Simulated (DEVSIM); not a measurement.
abrupt Si p-n junction

Device: abrupt Si p-n junction, at 300 K.

| layer (left to right) | material | thickness (μm) | Nd (cm⁻³) | Na (cm⁻³) | τn (s) | τp (s) |
|---|---|---|---|---|---|---|
| 1 | Si | 0.180 | - | 2.1e18 | 4.9e-7 | 4.9e-7 |
| 2 | Si | 65.0 | 9.8e16 | - | 4.9e-7 | 4.9e-7 |

Left contact: ohmic. Right contact: ohmic. Voltage is applied to the left contact. Recombination: SRH at mid-gap, radiative, Auger. Mobility is μmin + (μ − μmin)/(1 + (N/Nref)^α).

The device is made up for the run: typed textbook-type constants, with dimensions and the other settings drawn at random. Values at 300 K.

```tsv
parameter	Si
gap (eV)	1.124
affinity (eV)	4.05
permittivity	11.7
Nc (cm⁻³)	2.86e19
Nv (cm⁻³)	3.1e19
μn (cm²/Vs)	1417
μp (cm²/Vs)	470
μn,min	52
μp,min	45
Nref,n	9.7e16
Nref,p	2.2e17
αn	0.68
αp	0.72
B (cm³/s)	4.7e-15
Cn (cm⁶/s)	2.8e-31
Cp (cm⁶/s)	9.9e-32
```

Model (solved in DEVSIM): 1D drift-diffusion, Boltzmann statistics, complete ionisation; no tunnelling, impact ionisation, image-force lowering or self-heating.

| Item | Result |
|---|---|
| Potential step across the device at zero bias | 0.908 V |
| Largest field in the device at zero bias | 160000 V/cm |
| Dark forward voltage at 1 A/cm² | 0.683 V |
| Dark forward voltage at 100 A/cm² | 0.849 V |

Dark reverse current:

```tsv
V (V)	J (A/cm²)
-0.04	-1.0e-9
-0.10	-2.1e-9
-0.20	-3.5e-9
-0.30	-4.7e-9
-0.40	-5.9e-9
-0.60	-8.0e-9
-0.80	-9.9e-9
-1.00	-1.2e-8
-1.30	-1.4e-8
```

Small-signal capacitance in reverse bias (quasi-static):

```
V (V)  C (nF/cm²)
-----  ----------
-0.04        93.3
-0.1         90.3
-0.2         85.9
-0.3         82.1
-0.4         78.7
-0.6         73.1
-0.8         68.5
-1           64.7
-1.3         60.0
```
